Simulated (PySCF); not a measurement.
PySCF 2.14.0, WB97X/def2-svp, df: CC(N)=[OH+], charge +1, multiplicity 1, 10 atoms. The geometry is a generated start, not checked to be a minimum at this level.

- task = energy
- method = wb97x
- basis = def2-svp
- two-electron scheme = density fitting
- mol.max_memory = 3000 MB
- mf.max_cycle = 100
- mf.DIIS = CDIIS (default)
- mf.conv_tol = 1e-09 (default)
- mf.grids.level = 3 (default)
- basis functions = 86
- grid points = 115072

```xyz
10

C     -0.8744    -0.5597     0.4185
C      0.1810     0.2782    -0.1786
N      1.4354    -0.0612    -0.1272
O     -0.0956     1.3900    -0.7806
H     -1.4378     0.0110     1.1594
H     -0.4726    -1.4489     0.8971
H     -1.5869    -0.8696    -0.3489
H      2.1381     0.5396    -0.5497
H      1.7504    -0.9104     0.3231
H     -1.0376     1.6309    -0.8129
```

Charge 1 and multiplicity 1 are set for this test and not shown to be the ground state.

With the defaults (mf.diis = true, mf.damp = 0, mf.diis_start_cycle = 1, mf.init_guess = minao, mf.diis_space = 8, mf.level_shift = 0) it converges in 12 Fock builds. One run each on 2 threads, 1 BLAS thread, with these changes:
- mf.damp = 0.3, mf.diis_start_cycle = 4
- mf.diis_space = 12
- mf.init_guess = atom
- mf.diis = false
- mf.diis_space = 20
- mf.level_shift = 0.3 Hartree
- mf.diis_space = 5
- mf.init_guess = mod_huckel
- mf.level_shift = 0.1 Hartree

### Question
Which runs fail or end elsewhere than the default run?

### Answer
No convergence: mf.diis = false (the run ends without SCF convergence in 100 cycles). The rest reach the solution of the defaults.

| setting | Fock builds | end |
|---|---|---|
| the defaults | 12 | same solution |
| mf.init_guess = mod_huckel | 12 | same solution |
| mf.init_guess = atom | 12 | same solution |
| mf.diis_space = 12 | 12 | same solution |
| mf.diis_space = 20 | 12 | same solution |
| mf.damp = 0.3, mf.diis_start_cycle = 4 | 13 | same solution |
| mf.diis_space = 5 | 13 | same solution |
| mf.level_shift = 0.1 Hartree | 13 | same solution |
| mf.level_shift = 0.3 Hartree | 14 | same solution |
| mf.diis = false | 101 | no convergence |
